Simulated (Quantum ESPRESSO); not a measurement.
Quantum ESPRESSO run on LaTmO₂ (R-3m, 4 atoms in the cell): self-consistent single point.

Level of theory: PBEsol, SSSP 1.1.2 efficiency (PBE) pseudopotentials (plane waves; Quantum ESPRESSO 7.5).

The change in words: parallel starting moments (0 0.1 0 0 μB). Reference geometry:
```
LaTmO2
1.0
    1.72079     0.99350     6.01715
   -1.72079     0.99350     6.01715
    0.00000    -1.98699     6.01715
La Tm O
1 1 2
Direct
  0.00000   0.00000   0.00000
  0.50000   0.50000   0.50000
  0.23033   0.23033   0.23033
  0.76967   0.76967   0.76967
```
Moments meant for the start (each program seeds them in its own way; μB, in the order of the atoms La Tm O O): 0.0 2.0 0.0 0.0.

Reference input (self-consistent single point, DFT, PBEsol, plane waves, SSSP 1.1.2 efficiency (PBE) pseudopotentials): ecutwfc = 55 Ry; ecutrho = 440 Ry; occupations = smearing; smearing = cold; degauss = 0.0073499 Ry; nspin = 2; input_dft = pbesol; potentials = {La: La.GGA-PBE-paw-v1.0.UPF, Tm: Tm.GGA-PBE-paw-v1.0.UPF, O: O.pbe-n-kjpaw_psl.0.1.UPF}; K_POINTS = automatic 6 6 6 0 0 0; conv_thr = 1e-10 Ry; mixing_beta = 0.4. This run's input differs from it in these lines:

```diff
@@ -18,3 +18,3 @@
     nspin = 2,
-    starting_magnetization(2) = 0.087,
+    starting_magnetization(2) = 0.004,
     input_dft = 'pbesol',
```

Output (repeated stretches shortened):

```
     Self-consistent Calculation

     iteration #  1     ecut=    55.00 Ry     beta= 0.40
     Minimization algorithm failed to find Fermi energy: reverting to bisection
     Possible cause: smearing is larger than the electronic band-gap.

     total energy              =   -1470.59794571 Ry
     estimated scf accuracy    <       2.71076601 Ry

     total magnetization       =    -0.01 Bohr mag/cell
     absolute magnetization    =     0.04 Bohr mag/cell

     iteration #  2     ecut=    55.00 Ry     beta= 0.40

     total energy              =   -1469.17366914 Ry
     estimated scf accuracy    <     266.05220458 Ry

   [... lines left out ...]

   [... 95 blocks of this kind left out ...]

     iteration # 99     ecut=    55.00 Ry     beta= 0.40

     total energy              =   -1472.50343809 Ry
     estimated scf accuracy    <       0.00012683 Ry

     total magnetization       =    -0.02 Bohr mag/cell
     absolute magnetization    =     0.32 Bohr mag/cell

     iteration #100     ecut=    55.00 Ry     beta= 0.40

     total energy              =   -1472.50347407 Ry
     estimated scf accuracy    <       0.00024996 Ry

     total magnetization       =    -0.03 Bohr mag/cell
     absolute magnetization    =     0.32 Bohr mag/cell
     End of self-consistent calculation

     convergence NOT achieved after 100 iterations: stopping

   JOB DONE.
```

The run ended unconverged after 100 iterations.  The full log also holds: “c_bands:  2 eigenvalues not converged”.

The starting cell comes from a database of computed structures (which also holds hypothetical and non-ambient phases and stackings), without a prior relaxation at this level. Its lattice was rescaled by a random factor within 2.5 % of one. Spin-orbit coupling is off.

Cost on one core of a shared machine: roughly 40 min.
